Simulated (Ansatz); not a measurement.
Start from Ti3Al (space group P6_3/mmc, No. 194; a = 5.747 Å, c = 4.632 Å). Axes: x lies along a and z along c of the hexagonal cell.

The values are results of Ansatz (a program for electronic structure), r2SCAN, PAW, cutoff 500 eV, no SOC, earlier PAW set, not measurements.

Base values:

Pressure: 0.0 GPa
Volume per atom: 16.56 Å³
Band gap: zero

It is then changed as follows: biaxial strain −1.35 %, plane normal [001], relaxed out of plane (Cartesian); in-plane vectors clamped, the third vector and the atoms free.

Question: Predict the new energy relative to the base.

Answer: The energy grows by 5.0 meV/atom.

Question: How does this affect the pressure?

Answer: The pressure (mean of the normal stresses, compression positive) goes from zero to 2.5 GPa.

Question: What does the calculation give for the volume per atom after the change?

Answer: The volume per atom decreases by 0.33 Å³ to 16.23 Å³.

Question: Estimate the effect on the band gap.

Answer: The band gap is still zero.

Whether these cells are dynamically stable was not tested. All final runs are without spin polarisation.
